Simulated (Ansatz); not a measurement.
# La2O3: isotropic strain −5.33 %

The parent structure is La2O3 (space group P-3m1, No. 164; a = 3.9061 Å, c = 6.0400 Å).

The change: every lattice vector is shortened by 5.33 %, atoms relaxed at fixed cell.

Calculations: PBEsol (Ansatz, a quantum-chemistry and plane-wave program; PAW; 420 eV plane waves; without spin-orbit coupling). k-mesh 10×10×6 (Γ-centred); smearing 0.05 eV (Fermi–Dirac).

* **Space group**: P-3m1 (No. 164) (base P-3m1 (No. 164))
* **Shortest interatomic distance**: 2.241 Å (base 2.349 Å)
* **Energy relative to the base (free energy F)**: +200 meV/atom
* **Pressure (mean of the normal stresses, compression positive)**: 30.61 GPa (base 0.00 GPa)
* **Band gap**: 3.57 eV (base 3.77 eV)
* **Gap character**: indirect, K → M (base indirect, L → K)
* **Smallest direct gap**: 3.69 eV (base 3.86 eV)
* **Largest internal atomic displacement**: 0.052 Å

Final structure:

```yaml
crystal:
  lattice:
    - [3.69791, 0.00000, 0.00000]
    - [-1.84896, 3.20249, 0.00000]
    - [0.00000, 0.00000, 5.71802]
  atoms:
    - { symbol: La, position: [0.33333, 0.66667, 0.23627] }
    - { symbol: La, position: [0.66667, 0.33333, 0.76373] }
    - { symbol: O, position: [0.00000, 0.00000, 0.00000] }
    - { symbol: O, position: [0.33333, 0.66667, 0.64465] }
    - { symbol: O, position: [0.66667, 0.33333, 0.35535] }
```

Whether these cells are dynamically stable was not tested.
